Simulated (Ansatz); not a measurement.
**Si under a change: isotropic strain −0.50 %**

The parent structure is Si in the diamond structure (space group Fd-3m, No. 227; a = 5.4021 Å).

One thing is altered: every lattice vector is shortened by 0.50 %; the atoms relax in the strained cell.

Level of theory: LDA (Ansatz, an electronic-structure program), no spin-orbit coupling. Γ-centred 11×11×11 mesh, Fermi–Dirac width 0.05 eV.

```csv
quantity,base,changed,shift
volume per atom,19.71 Å³,19.41 Å³,-0.294 Å³
space group,Fd-3m (No. 227),Fd-3m (No. 227),–
shortest interatomic distance,4.420 bohr,4.398 bohr,-0.022 bohr
energy relative to the base (free energy F),0 meV/atom,+1.4 meV/atom,+1.4 meV/atom
band gap,0.45 eV,0.42 eV,-0.03 eV
gap character,"indirect, Γ → Γ–X (87 % along)","indirect, Γ → Γ–X (87 % along)",–
smallest direct gap,2.53 eV,2.54 eV,+0.01 eV
mean gap deformation potential ΔEg/Δln V,–,+1.8 eV,–
width of the top valence band,3.94 eV,4.01 eV,+0.065 eV
electron mass,"0.93 mₑ along k, 0.19 mₑ across (off the special points)","0.93 mₑ along k, 0.19 mₑ across (off the special points)",–
"valley order (the lowest conduction-band minima on the path, energy above the VBM, named in the base's zone)","a point along ⟨100⟩, about 1.0 Å⁻¹ from Γ 0.45 eV; L along ⟨111⟩ 1.48 eV","a point along ⟨100⟩, about 1.0 Å⁻¹ from Γ 0.42 eV; L along ⟨111⟩ 1.53 eV",–
```

Final structure:

```
CELL_PARAMETERS angstrom
      0.00000     2.68754     2.68754
      2.68754     0.00000     2.68754
      2.68754     2.68754     0.00000
ATOMIC_POSITIONS crystal
  Si 0.00000 0.00000 0.00000
  Si 0.25000 0.25000 0.25000
```

Effective masses come from finite differences of ±0.01 Å⁻¹. Along k means along the line from Γ to the band edge. No phonon test of stability was made.
